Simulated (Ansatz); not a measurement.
**Effect of pressure −2 GPa on MgF2**

Consider MgF₂ in the rutile structure (space group P4_2/mnm, No. 136; a = 4.639 Å, c = 3.062 Å).

Perturbation: hydrostatic tension (pressure −2 GPa).

Calculations: Ansatz (a quantum-chemistry and plane-wave program) PBEsol, scalar-relativistic without spin-orbit coupling. Settings: 7×7×11 k-points, 0.05 eV Fermi–Dirac smearing.

| quantity | base | changed | shift |
|---|---|---|---|
| density | 3.14 g/cm³ | 3.07 g/cm³ | -0.07 g/cm³ |
| lattice parameter a | 4.639 Å | 4.675 Å | +0.036 Å |
| c/a ratio | 0.660 | 0.659 | -0.001 |
| shortest interatomic distance | 1.990 Å | 2.009 Å | +0.0184 Å |
| enthalpy H = E + PV relative to the base's energy | – | -0.14 eV/atom | – |
| band gap (an upper bound: an edge found on the path is not a true extremum; the changed cell) | 6.89 eV | 6.75 eV | -0.14 eV |

Final structure:

```yaml
crystal:
  lattice:
    - [4.67534, 0.00000, 0.00000]
    - [0.00000, 4.67534, 0.00000]
    - [0.00000, 0.00000, 3.07987]
  atoms:
    - { symbol: Mg, position: [0.00000, 0.00000, 0.00000] }
    - { symbol: Mg, position: [0.50000, 0.50000, 0.50000] }
    - { symbol: F, position: [0.30381, 0.30381, 0.00000] }
    - { symbol: F, position: [0.80381, 0.19619, 0.50000] }
    - { symbol: F, position: [0.19619, 0.80381, 0.50000] }
    - { symbol: F, position: [0.69619, 0.69619, 0.00000] }
```

Load acts through the strain it causes; cell and atoms are relaxed under it. No phonon test of stability was made.
